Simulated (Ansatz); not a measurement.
System: MgO (model structure, started from the NiAs type, P6₃/mmc, No. 194, 4 atoms in the cell). Method: PBEsol (Ansatz, a program for electronic structure, plane waves, PAW).

Run with plane-wave cutoff 500 eV, 18×18×10 k mesh (along the axes of the cell as run), Fermi–Dirac smearing 0.05 eV, scalar-relativistic PAW data made under PBE.

Cell (relaxed at this level):

```
CELL_PARAMETERS angstrom
      2.92924     0.00000     0.00000
     -1.46462     2.53680     0.00000
      0.00000     0.00000     5.11292
ATOMIC_POSITIONS crystal
  Mg 0.00000 0.00000 0.00000
  Mg 0.00000 0.00000 0.50000
  O  0.33333 0.66667 0.25000
  O  0.66667 0.33333 0.75000
```

Problem. What does this level give for the band gap?

Solution. 
- band gap = 4.27 eV (on the SCF k mesh)

Note: the relaxation could raise the start's symmetry but not lower it, so the cell can be a saddle point.

Static lattice: no zero-point or thermal effects.

Computing time: about 50 core-seconds (a rough figure).

A model structure was made by putting elements into a prototype or built by hand; it is no filed structure, need not be a known phase, and can be a saddle point held by its symmetry.
